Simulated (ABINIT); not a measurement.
**Worked example: self-consistent single point of TiS (P-6m2, 2 atoms in the cell) in ABINIT**

Level of theory: PBEsol, PAW (JTH v2.0 PBE PAW, files made for PBE) (plane waves; ABINIT).

The input file:

```
# TiS, JTH v2.0 PBE PAW
pp_dirpath "./"
pseudos "Ti.GGA_PBE-JTH.xml, S.GGA_PBE-JTH.xml"
acell 3.2671698739 3.2671698739 3.2170600000 Angstrom
rprim
         1.0000000000    0.0000000090    0.0000000000
        -0.5000000078    0.8660253993    0.0000000000
         0.0000000000    0.0000000000    1.0000000000
natom 2
ntypat 2
znucl 22 16
typat 1 2
xcart
         1.6335849285    0.9431507177    0.0000000000
         0.0000000000    0.0000000000    1.6085300000
      Angstrom
ecut 30
pawecutdg 60
pawxcdev 0
ixc -116133
occopt 7
tsmear 0.00734986
nband 14
kptopt 1
ngkpt 12 12 10
nshiftk 1
shiftk 0 0 0
nstep 50
toldfe 1.0e-09
prtwf 0
prtden 0
```

The program printed (abridged):

```
 Symmetries : space group P-6 m 2 (#187); Bravais hP (primitive hexag.)

 -outvars: echo values of preprocessed input variables --------
            acell      6.1740562913E+00  6.1740562913E+00  6.0793623531E+00 Bohr
             ecut      3.00000000E+01 Hartree
              ixc     -116133
         kptrlatt       12    0    0      0   12    0      0    0   10
          kptrlen      6.07936235E+01
            natom           2
            nband          14
            ngfft          32      32      30
          ngfftdg          45      45      45
             nkpt         114
            nstep          50
             nsym          12
           ntypat           2
           occopt           7
        pawecutdg      6.00000000E+01 Hartree
         pawxcdev           0
            rprim      1.0000000000E+00  9.0000000000E-09  0.0000000000E+00
                      -5.0000000780E-01  8.6602539930E-01  0.0000000000E+00
                       0.0000000000E+00  0.0000000000E+00  1.0000000000E+00
          spgroup         187
           toldfe      1.00000000E-09 Hartree
           tsmear      7.34986000E-03 Hartree
            typat      1  2
           useylm           1
             xred      6.6666666666E-01  3.3333333329E-01  0.0000000000E+00
                      -6.0241811539E-12 -3.9375798918E-11  5.0000000000E-01
            znucl       22.00000   16.00000

== DATASET  1 ==================================================================

 Real(R)+Recip(G) space primitive vectors, cartesian coordinates (Bohr,Bohr^-1):
 R(1)=  6.1740563  0.0000001  0.0000000  G(1)=  0.1619681  0.0935123  0.0000000
 R(2)= -3.0870282  5.3468896  0.0000000  G(2)= -0.0000000  0.1870246  0.0000000
 R(3)=  0.0000000  0.0000000  6.0793624  G(3)=  0.0000000  0.0000000  0.1644909
 Unit cell volume ucvol=  2.0069189E+02 bohr^3
 Angles (23,13,12)=  9.00000000E+01  9.00000000E+01  1.20000000E+02 degrees

 Coarse grid specifications (used for wave-functions):

 getcut: wavevector=  0.0000  0.0000  0.0000  ngfft=  32  32  30
         ecut(hartree)=     30.000   => boxcut(ratio)=   2.00142

 Fine grid specifications (used for densities):

 getcut: wavevector=  0.0000  0.0000  0.0000  ngfft=  45  45  45
         ecut(hartree)=     60.000   => boxcut(ratio)=   2.04381

   5.17146472E+02                                ecore*ucvol(ha*bohr**3)

_setup2: Arith. and geom. avg. npw (full set) are    1574.987    1574.973

--- !BeginCycle
solver: {iscf: 17, nstep: 50, nline: 4, wfoptalg: 10, }
tolerances: {toldfe: 1.00E-09, }
...

     iter   Etot(hartree)      deltaE(h)  residm     nres2
 ETOT  1  -67.972472413230    -6.797E+01 9.382E+00 6.382E+00
 ETOT  2  -69.044219476487    -1.072E+00 2.666E-01 1.248E+01
 ETOT  3  -69.024685590833     1.953E-02 1.081E-01 3.933E+00
 ETOT  4  -69.016557623907     8.128E-03 2.639E-02 1.418E-01
 ETOT  5  -69.017135110778    -5.775E-04 1.211E-02 4.036E-02
 ETOT  6  -69.017070186385     6.492E-05 5.059E-03 1.845E-03
   [... 2 lines left out ...]
 ETOT  9  -69.017069803823     1.739E-07 3.878E-04 4.044E-05
 ETOT 10  -69.017069799085     4.738E-09 1.115E-04 2.874E-06
 ETOT 11  -69.017069803189    -4.104E-09 9.556E-05 3.143E-07
 ETOT 12  -69.017069803103     8.603E-11 3.492E-05 1.684E-08
 ETOT 13  -69.017069803087     1.647E-11 5.211E-05 8.786E-10

 At SCF step   13, etot is converged :
  for the second time, diff in etot=  1.647E-11 < toldfe=  1.000E-09

 Cartesian components of stress tensor (hartree/bohr^3)
  sigma(1 1)=  1.73407713E-04  sigma(3 2)=  0.00000000E+00
  sigma(2 2)=  1.73407713E-04  sigma(3 1)=  0.00000000E+00
  sigma(3 3)=  1.89527141E-04  sigma(2 1)=  8.67216236E-14

 ----iterations are completed or convergence reached----

 reduced coordinates (array xred) for    2 atoms
       0.666666666661      0.333333333294      0.000000000000
      -0.000000000006     -0.000000000039      0.500000000000
 cartesian forces (eV/Angstrom) at end:
    1     -0.00000000000000    -0.00000000000000    -0.00000000000000
    2     -0.00000000000000    -0.00000000000000    -0.00000000000000
 frms,max,avg= 0.0000000E+00 0.0000000E+00   0.000E+00  0.000E+00  0.000E+00 e/A
 length scales=  6.174056291286  6.174056291286  6.079362353061 bohr
              =  3.267169873900  3.267169873900  3.217060000000 angstroms
 Fermi (or HOMO) energy (hartree) =   0.35948   Average Vxc (hartree)=  -0.43112
 Eigenvalues (hartree) for nkpt= 114  k points:
 kpt#   1, nband= 14, wtk=  0.00069, kpt=  0.0000  0.0000  0.0000 (reduced coord)
  -1.73452   -0.86812   -0.86162   -0.86162   -0.21869    0.24435    0.24435    0.26010
   0.28040    0.40742    0.40742    0.45660    0.45660    0.49867
      occupation numbers for kpt#   1
   2.00000    2.00000    2.00000    2.00000    2.00000    2.00000    2.00000    2.00000
   2.00000    0.00000    0.00000    0.00000    0.00000    0.00000
 prteigrs : prtvol=0 or 1, do not print more k-points.

--- !EnergyTerms
comment             : Components of total free energy in Hartree
kinetic             :  1.23564015708470E+01
hartree             :  1.32909515151458E+01
xc                  : -6.94808534771981E+00
Ewald energy        : -5.26994016171368E+01
psp_core            :  2.57681793895300E+00
local_psp           : -3.94156815566475E+01
spherical_terms     :  1.82223244341355E+00
internal            : -6.90167650531448E+01
'-kT*entropy'       : -3.02134233576855E-04
total_energy        : -6.90170671873784E+01
total_energy_eV     : -1.87804990812716E+03
...

-Cartesian components of stress tensor (GPa)         [Pressure= -5.2599E+00 GPa]
- sigma(1 1)=  5.10183020E+00  sigma(3 2)=  0.00000000E+00
- sigma(2 2)=  5.10183019E+00  sigma(3 1)=  0.00000000E+00
- sigma(3 3)=  5.57608005E+00  sigma(2 1)=  2.55143783E-09

 Calculation completed.
```

The run converged in 13 iterations.

The starting cell comes from a database of computed structures (which also holds hypothetical and non-ambient phases and stackings), without a prior relaxation at this level. Spin polarisation is off, so a magnetic state, if there is one, cannot be reached. The potentials were made for another functional than the one used. With a pressure of about -5 GPa the cell is away from its equilibrium volume at this level.

Cost on one core of a shared machine: roughly 2 min.
